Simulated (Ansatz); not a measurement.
An Ansatz (a quantum-chemistry and plane-wave program) run: ZrB2 with a change (biaxial strain +1.00 %, plane normal [001], relaxed out of plane); Kohn–Sham DFT with the PBE functional, run in Ansatz with PAW and 420 eV plane waves, scalar-relativistic without spin-orbit coupling.

Input:

Ansatz 0.2 input:
```yaml
crystal:
  lattice:
    - [3.2031446529, 0, 0]
    - [1.6015723265, 2.7740046414, 0]
    - [0, 0, 3.5241130472]
  atoms:
    - { symbol: Zr, position: [0, 0, 0] }
    - { symbol: B, position: [0.6666666667, 0.6666666667, 0.5] }
    - { symbol: B, position: [0.3333333333, 0.3333333333, 0.5] }
basis: { ecutwfc: 420, ecutrho_ratio: 4, xc_grid: 2, fft_grid_basis: typed }
kpoints: { mp_grid: { grid: [21, 21, 16] } }
hamiltonian:
  xc: pbe
  dispersion: none
  pseudopotentials: { kind: paw }
scf: { occupations: { method: fermi_dirac, width: 0.1 } }
relax: { f_tol: 0.005, max_steps: 50, cell: { stress_tol: 0.01, fix: [a, b, gamma] } }
output: { forces: true, stress: true }
checkpoint: { write: state.ck, write_every: 1000 }
```

Output (explanatory and most iteration lines left out):

```
Relaxation: its limit of steps is 50 (relax.max_steps)
Pseudopotential: Zr, paw, valence charge 12
Pseudopotential: B, paw, valence charge 3
Crystal: 3 atoms, lattice volume = 31.314 Å³
Basis set: ecut = 420 eV, 599 PW (Γ), exchange–correlation on 48×48×48 points (8 copies of the dense FFT grid, shifted against one another)
Bands: 13, of which v1, the nominal top of the filled ones, is band 9 counted from 1 (8 counted from 0)
Symmetry: 24 space group operations
Space group: P6/mmm (ITA 191), of the structure as read, at distance tolerance 3.2e-5 Å
k-points: 432 of 7056
Functional: x = pbe(κ = 0.804, μ = 0.2195149727645171), c = pbe(β = 0.06672455060314922)
SCF iter   1: F=—  HF=-4498.715161 eV  |F-HF|=—  |Δ(HF+E_count)|=         —  Δρ=1.70e-3  dr2=9.22e-4  ethr=1.77e-3  ⟨swp⟩=4.8  Hψ=27204  notcnv=0
SCF iter   2: F=—  HF=-4498.715041 eV  |F-HF|=—  |Δ(HF+E_count)|=   1.20e-4  Δρ=9.19e-4  dr2=2.74e-4  ethr=5.12e-6  ⟨swp⟩=2.4  Hψ=12038  notcnv=0
SCF 1 converged in 6 iterations: F = -4498.715044 eV  dr2 = 2.62e-9
relax step   1: F+E_penalty+E_count = -4498.71504393 eV  Δ(F+E_penalty+E_count) = +0.000e0 eV  max|allowed force component| = 2.097e-16 eV/Å  Δτ_max = 0.0000 Å  P = -3.655 GPa  Ω = 31.314 Å³  fix = [a, b, gamma]  reactions: a -5.372, b -5.372 GPa  (6 SCF iters, dr2 threshold 1.00e-7 eV, accepted)
[... steps on the carried basis left out ...]
relax step   3: F+E_penalty+E_count = -4498.71507518 eV  Δ(F+E_penalty+E_count) = +9.012e-6 eV  max|allowed force component| = 2.220e-16 eV/Å  Δτ_max = 0.0000 Å  P = -3.543 GPa  Ω = 31.297 Å³  energy of the carried Pulay correction = +2.012e-5 eV  fix = [a, b, gamma]  reactions: a -5.314, b -5.314 GPa  (3 SCF iters, dr2 threshold 1.10e-7 eV, accepted)
Crystal: 3 atoms, lattice volume = 31.297 Å³
SCF iter   1: F=—  HF=-4498.715040 eV  |F-HF|=—  |Δ(HF+E_count)|=         —  Δρ=4.31e-6  dr2=5.04e-9  ethr=6.66e-8  ⟨swp⟩=3.0  Hψ=43047  notcnv=0
SCF iter   2: F=—  HF=-4498.715051 eV  |F-HF|=—  |Δ(HF+E_count)|=   1.07e-5  Δρ=2.26e-6  dr2=1.31e-9  ethr=2.80e-11  ⟨swp⟩=2.2  Hψ=9681  notcnv=0
SCF 4 converged in 5 iterations: F = -4498.715051 eV  dr2 = 3.86e-13
SCF converged after 5 iterations
Free energy (F): -4498.715051 eV
Internal energy: -4498.705563 eV  (E = F + TS)
E sigma→0 (E₀):  -4498.710307 eV
Entropy (-TS):   -0.009487 eV (-3.162 meV/atom)
Fermi energy:    15.536492 eV
--- Forces (eV/Å), atoms counted from 1 ---
  atom   1  Zr     0.00000000     0.00000000     0.00000000
  atom   2  B     -0.00000000    -0.00000000     0.00000000
  atom   3  B      0.00000000     0.00000000    -0.00000000
--- Stress (GPa, compression-positive) ---
       -5.314954      -0.000000       0.000000
        0.000000      -5.314954       0.000000
        0.000000       0.000000      -0.001283
  P = ⅓ Tr σ = -3.5437 GPa (-35.437 kbar)
--- Relaxed structure (3 steps of the walk, 3 accepted, 1 SCFs on fresh bases) ---
  cell:  # Å, volume = 31.2974 Å³
    - [3.203144652895561, -2.8867511327860174e-11, 9.786089563864517e-35]
    - [1.6015723264727806, 2.77400464138941, 3.0318051280745396e-34]
    - [1.0766696372216442e-34, 3.2300089116649322e-34, 3.5222816889104815]
  atoms:
    - { symbol: Zr, position: [-1.8610152336181825e-36, -2.675862499739717e-35, 5.147557589468029e-85] }
    - { symbol: B, position: [0.6666666666666665, 0.6666666666666667, 0.5000000000000001] }
    - { symbol: B, position: [0.33333333333333326, 0.33333333333333337, 0.5000000000000001] }
```

No phonon test of stability was made. The final runs are not spin-polarised. The cell was made from ZrB₂ (space group P6/mmm, No. 191) by this change: biaxial strain +1.00 %, plane normal [001], relaxed out of plane.
